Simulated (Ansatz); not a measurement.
Start from MgSe in the rock salt structure (space group Fm-3m, No. 225; a = 5.449 Å).

Now apply this change: every Se is replaced by S, then cell and atoms are relaxed.

Levels (all Ansatz, a quantum-chemistry and plane-wave program, PAW, earlier PAW set): PBEsol (420 eV, spin-orbit coupling left out); PBEsol+SOC (420 eV, noncollinear with spin-orbit coupling).

The geometry is relaxed with PBEsol.

* **PBEsol valence-band top at Γ**: 0.00, 0.00, 0.00 eV
* **PBEsol band gap**: 2.73 eV

### Question
How does going to PBEsol+SOC change the valence-band top at Γ, band gap and hole mass?

### Answer
The valence-band top at Γ (three highest Kramers pairs, from the VBM) becomes 0.00, 0.00, -0.09 eV (PBEsol: 0.00, 0.00, 0.00 eV); the band gap shrinks by 0.03 eV to 2.70 eV; the hole mass (degenerate bands, along [100]) amounts to 0.32, 0.90 mₑ (at Γ). The threefold valence maximum splits by Δso ≈ 0.09 eV.

Single points use the geometry relaxed with PBEsol. The spin-orbit shifts are approximate. Masses are band curvatures over ±0.01 Å⁻¹ around the edge. Stability against distortions was not tested.
